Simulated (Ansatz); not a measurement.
WTe₂ (within 0.1 Å of P6₃/mmc, No. 194, 12 atoms in the cell; start mp-1028586; a measured phase of this formula has another space group), treated with LDA (Ansatz, a program for electronic structure, plane waves, PAW).

Settings: plane-wave cutoff 520 eV, 12×12×2 k mesh (along the axes of the cell as run), Fermi–Dirac smearing 0.01 eV, no spin polarisation, scalar-relativistic PAW data made under PBE.

Cell (relaxed with PBE-D3(BJ)):

```cif
data_Te4W2
_chemical_formula_sum 'Te4 W2'
_space_group_name_H-M_alt 'P63/mmc'
_space_group_IT_number 194
_space_group_name_Hall '-P 6c 2c'
_cell_length_a 3.49982
_cell_length_b 3.49982
_cell_length_c 13.74011
_cell_angle_alpha 90.000
_cell_angle_beta 90.000
_cell_angle_gamma 120.000
loop_
_atom_site_label
_atom_site_type_symbol
_atom_site_symmetry_multiplicity
_atom_site_Wyckoff_symbol
_atom_site_fract_x
_atom_site_fract_y
_atom_site_fract_z
_atom_site_occupancy
Te1 Te 4 f 0.66667 0.33333 0.11715 1
W1 W 2 c 0.33333 0.66667 0.25000 1
```
(The calculation used a cell of 12 atoms; values per cell refer to that cell.)

Task: Predict the band gap, smallest direct gap on the k points sampled and Γ–Γ gap.

Result: 
* **band gap**: 0.67 eV
* **smallest direct gap on the k points sampled**: 1.06 eV
* **Γ–Γ gap**: 2.94 eV

Note: cell and atoms aren't relaxed at this level (pressure -2.8 GPa).

Spin–orbit coupling is not included; with these elements it can move the gap by several tenths of an eV or more.

The computed numbers hold no vibrational or temperature effects.

A start named mp-… is a Materials Project structure, which need not be a measured phase.
